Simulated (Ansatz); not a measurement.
# A series of runs on K5As2Au (P6_3/mmc, 16 atoms in the cell)

```
CELL_PARAMETERS angstrom
      5.78673     0.00000     0.00000
     -2.89336     5.01145     0.00000
      0.00000     0.00000    19.40623
ATOMIC_POSITIONS crystal
  K  0.33333 0.66667 0.54990
  K  0.66667 0.33333 0.04990
  K  0.33333 0.66667 0.95010
  K  0.66667 0.33333 0.45010
  K  0.00000 0.00000 0.14750
  K  0.00000 0.00000 0.64750
  K  0.00000 0.00000 0.35250
  K  0.00000 0.00000 0.85250
  K  0.33333 0.66667 0.75000
  K  0.66667 0.33333 0.25000
  Au 0.33333 0.66667 0.25000
  Au 0.66667 0.33333 0.75000
  As 0.33333 0.66667 0.37800
  As 0.66667 0.33333 0.87800
  As 0.33333 0.66667 0.12200
  As 0.66667 0.33333 0.62200
```

Base run A: PBEsol, default PAW files made with PBE in Ansatz (a quantum-chemistry and plane-wave program), self-consistent single point.

Its settings: basis.ecutwfc = 420 eV; kpoints.mp_grid.grid = 6 6 2; hamiltonian.xc = pbesol; hamiltonian.pseudopotentials = {kind: paw} (the program's default PAW files); scf.occupations.method = gaussian; scf.occupations.width = 0.136 eV.

The starting cell comes from a database of published, mostly measured structures (it also holds non-ambient and calculated ones), without a prior relaxation at this level. Its lattice was rescaled by a random factor within 2.5 % of one. Ansatz's pressure includes its estimate of the finite-basis (Pulay) stress. A gap is left out here, as mesh or smearing make it unsure.

ΔF is the free energy per atom less that of run A. 

```
run      scf.mixing.algorithm, scf.mixing.beta  ΔF (meV/atom)  pressure (GPa)  largest force (eV/Å)  iterations
---  -----------------------------------------  -------------  --------------  --------------------  ----------
A    default (the program chose MSR1), default           0.00           -0.81                 0.037           8
B                               anderson, 0.02           0.00           -0.81                 0.037          15
C                               anderson, 0.05           0.00           -0.81                 0.037          14
D                                anderson, 0.1           0.00           -0.81                 0.037          12
E                                anderson, 0.2           0.00           -0.81                 0.037           9
F                                anderson, 0.3           0.00           -0.81                 0.037           9
G                                anderson, 0.5           0.00           -0.81                 0.037           9
H                                anderson, 0.7           0.00           -0.81                 0.037           8
I                                anderson, 0.9           0.00           -0.81                 0.037           9
J                                  anderson, 1           0.00           -0.81                 0.037           9
```

Runs B, C, D, E, F, G, H, I, J gave the same state as A (within 1 meV/atom). The fewest iterations to that state were 8 (A, H); the most were 15.

Keys are those of Ansatz 0.2.
